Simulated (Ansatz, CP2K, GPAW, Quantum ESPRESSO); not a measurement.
Code comparison for ZnNi₃Sb₂ (P-3m1, 6 atoms in the cell)

Self-consistent single point, at a second geometry (lattice scaled by 0.98). First geometry:

```xyz
6
Lattice="4.0456 0.0000 0.0000 -2.0228 3.5036 0.0000 0.0000 0.0000 6.1972" Properties=species:S:1:pos:R:3 pbc="T T T"
Zn     0.0000     0.0000     0.0000
Ni     0.0000     0.0000     3.0986
Ni     0.0000     2.3357     5.5260
Ni     2.0228     1.1678     0.6712
Sb     0.0000     2.3357     1.8722
Sb     2.0228     1.1678     4.3250
```

Shared settings, as Ansatz (a program for electronic structure) writes them: kpoints.mp_grid.grid = 7 7 4; scf.occupations.method = gaussian; scf.occupations.width = 0.0147 Ry. Potentials and cutoffs stand in the table.

| code | model | ΔF from the first geometry (meV/atom) | pressure (GPa) | largest force (eV/Å) | cutoff |
|---|---|---|---|---|---|
| Ansatz | PBEsol, PAW files made with PBE | 52.6 | 15.41 | 0.401 | 30.9 Ry |
| CP2K | PBEsol, GPW, DZVP-MOLOPT-SR-GTH basis, GTH-PBE potentials (GTH_POTENTIALS) | 83.1 | 21.78 | 0.535 | grid 600 Ry |
| Quantum ESPRESSO | PBEsol, PSlibrary ultrasoft (PBE) pseudopotentials | 56.2 | 15.39 | 0.402 | 50 Ry |
| GPAW | PBEsol, GPAW PAW datasets PBEsol (made by gpaw-setup) | 54.9 | 16.03 | 0.436 | 800 eV |

For Quantum ESPRESSO (by 0.9 GPa) the energy change implies a higher mean pressure, against the two pressures, than for the other programs: a sign of finite-basis (Pulay) stress.

Size of the force on each atom (eV/Å): Sizes of forces hide their directions.

```tsv
code	Zn1	Ni2	Ni3	Ni4	Sb5	Sb6
Ansatz	0.000	0.000	0.401	0.401	0.337	0.337
CP2K	0.000	0.000	0.483	0.483	0.535	0.535
Quantum ESPRESSO	0.000	0.000	0.402	0.402	0.396	0.396
GPAW	0.000	0.000	0.436	0.436	0.371	0.371
```

On Ansatz's run: spin-orbit coupling is off. Spin polarisation is off.

The spread over the programs that give each value: ΔF from the first geometry within 30.5 meV/atom; pressure within 6.39 GPa; largest force within 0.134 eV/Å.

CP2K uses small atom-centred bases, whose incompleteness enters pressures, forces and empty levels differently from a plane-wave cutoff. Ansatz's pressure is given at a fixed set of plane waves, as the other plane-wave codes print theirs; with its correction for the finite basis it is 15.49 GPa. In the pressure, CP2K (by 6.37) lies more than 1 GPa from the median of the plane-wave programs. In the force vectors, CP2K (by 0.164) lies more than 0.08 eV/Å from the median of the plane-wave programs.

The starting cell comes from a database of computed structures (which also holds hypothetical and non-ambient phases and stackings), without a prior relaxation at this level. Its lattice was rescaled by a random factor within 2.5 % of one. For this run, on top of that: lattice scaled by 0.98.

Keys are those of Ansatz 0.2.
